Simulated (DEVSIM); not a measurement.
Structure: abrupt Si p-n junction, at 250 K.

| layer (left to right) | material | thickness (μm) | Nd (cm⁻³) | Na (cm⁻³) | τn (s) | τp (s) |
|---|---|---|---|---|---|---|
| 1 | Si | 12.0 | - | 1.6e16 | 1.1e-7 | 1.1e-7 |
| 2 | Si | 1.10 | 2.3e14 | - | 1.1e-7 | 1.1e-7 |

Left contact: ohmic. Right contact: ohmic. Voltage is applied to the left contact. Recombination: SRH at mid-gap. Mobility is constant in doping.

The device is made up for the run: typed textbook-type constants, with dimensions and the other settings drawn at random. Values at 300 K; Nc and Nv go as T^1.5, mobilities as T to minus their exponent, the gap by Varshni's rule with the affinity fixed.

```
parameter               Si
----------------  --------
gap (eV)             1.124
affinity (eV)         4.05
permittivity          11.7
Nc (cm⁻³)          2.86e19
Nv (cm⁻³)           3.1e19
μn (cm²/Vs)           1417
μp (cm²/Vs)            470
T exponent of μn       2.3
T exponent of μp       2.2
Varshni α (eV/K)  0.000473
Varshni β (K)          636
```

Model (solved in DEVSIM): 1D drift-diffusion, Boltzmann statistics, complete ionisation; no tunnelling, impact ionisation, image-force lowering or self-heating.

Task: Tabulate band edges, carrier densities and field at 0.9 V on the left contact.

Result: Energies count from the Fermi level of the right contact; mesh points crowd at the junctions.

| x (μm) | Ec (eV) | Ev (eV) | n (cm⁻³) | p (cm⁻³) | field (V/cm) |
|---|---|---|---|---|---|
| 0.000 | 0.079 | -1.057 | < 1e2 | 1.6e16 | 120 |
| 0.02808 | 0.079 | -1.057 | 1.4e13 | 1.6e16 | 120 |
| 0.08887 | 0.080 | -1.056 | 4.3e13 | 1.6e16 | 110 |
| 0.2205 | 0.081 | -1.055 | 1.0e14 | 1.6e16 | 110 |
| 0.6518 | 0.086 | -1.050 | 2.7e14 | 1.6e16 | 110 |
| 1.439 | 0.095 | -1.041 | 5.0e14 | 1.6e16 | 110 |
| 3.144 | 0.113 | -1.023 | 7.8e14 | 1.7e16 | 110 |
| 7.846 | 0.162 | -0.974 | 1.0e15 | 1.7e16 | 100 |
| 10.09 | 0.185 | -0.951 | 1.0e15 | 1.7e16 | 100 |
| 11.10 | 0.195 | -0.941 | 1.1e15 | 1.7e16 | 100 |
| 11.60 | 0.200 | -0.936 | 1.1e15 | 1.7e16 | 100 |
| 11.87 | 0.203 | -0.933 | 1.1e15 | 1.7e16 | 57 |
| 11.95 | 0.201 | -0.935 | 1.2e15 | 1.5e16 | -790 |
| 11.99 | 0.194 | -0.942 | 1.7e15 | 1.1e16 | -3200 |
| 12.02 | 0.184 | -0.952 | 2.7e15 | 6.4e15 | -2200 |
| 12.08 | 0.178 | -0.958 | 3.7e15 | 4.4e15 | -430 |
| 12.19 | 0.178 | -0.958 | 3.7e15 | 3.5e15 | 210 |
| 12.43 | 0.185 | -0.952 | 2.8e15 | 2.6e15 | 350 |
| 12.84 | 0.208 | -0.928 | 1.1e15 | 1.1e15 | 950 |
| 12.99 | 0.226 | -0.910 | 5.0e14 | 5.8e14 | 1600 |
| 13.06 | 0.239 | -0.897 | 3.1e14 | 2.7e14 | 1900 |
| 13.10 | 0.247 | -0.889 | 2.3e14 | < 1e2 | 2000 |
